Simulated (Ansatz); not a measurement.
## SiO₂ (space group P4_32_12, No. 96)

```
SiO2
1.0
    5.03022     0.00000     0.00000
    0.00000     5.03022     0.00000
    0.00000     0.00000     7.01275
Si O
4 8
Direct
  0.20224   0.20224   0.00000
  0.29776   0.70224   0.75000
  0.79776   0.79776   0.50000
  0.70224   0.29776   0.25000
  0.60125   0.73971   0.67800
  0.76029   0.10125   0.42800
  0.39875   0.26029   0.17800
  0.23971   0.89875   0.92800
  0.10125   0.76029   0.57200
  0.26029   0.39875   0.82200
  0.89875   0.23971   0.07200
  0.73971   0.60125   0.32200
```

All numbers come from PBEsol, PAW, 420 eV (Ansatz, a program for electronic structure; scalar-relativistic without spin-orbit coupling). Γ-centred 5×5×4 mesh, Fermi–Dirac width 0.05 eV.

| Quantity | Value |
|---|---|
| Volume per atom | 14.79 Å³ |
| Density | 2.25 g/cm³ |
| Band gap | 5.57 eV, direct at Γ |
| Electron mass | 0.54 mₑ |
| Lowest conduction-band minima above the VBM | Γ 5.57 eV |
| Total energy | -582.205 eV/atom (σ→0; compares only within this code and set-up) |

Masses are band curvatures over ±0.01 Å⁻¹ around the edge. Stability against distortions was not tested.
